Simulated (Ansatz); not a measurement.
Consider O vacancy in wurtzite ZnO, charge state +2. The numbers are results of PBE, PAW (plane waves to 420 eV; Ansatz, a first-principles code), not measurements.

72-site cell at the relaxed PBE lattice, one k-point at (0.125, 0.250, 0.250), smearing 0.01 eV, spin-restricted, no finite-size correction. No zero-point or tunnelling terms. The charge state is imposed; whether it is stable for some Fermi level was not computed. Forms of the defect that were not tried may lie lower.

Barriers: single points on a 2×2×2 k-point mesh shifted by half a step along c at the bands' geometries.

The step: a nearby O atom hops onto the vacant site; the atom moves 3.27 Å along (-0.99, -1.00, 0.00) of the unit cell; the moving atom starts with neighbours Zn at 1.91, 2 Zn at 2.01, Zn at 2.02 Å and ends with Zn at 1.91, 2 Zn at 2.01, Zn at 2.02 Å.

### Question
Predict the migration barrier of this step from PBE, PAW.

### Answer
1.33 eV, the same both ways. At the saddle the moving atom has neighbours Zn at 1.89, 2 Zn at 2.22 Å. The saddle point's order was not checked, and it lies on a symmetry element of the cell, where a band can be held.
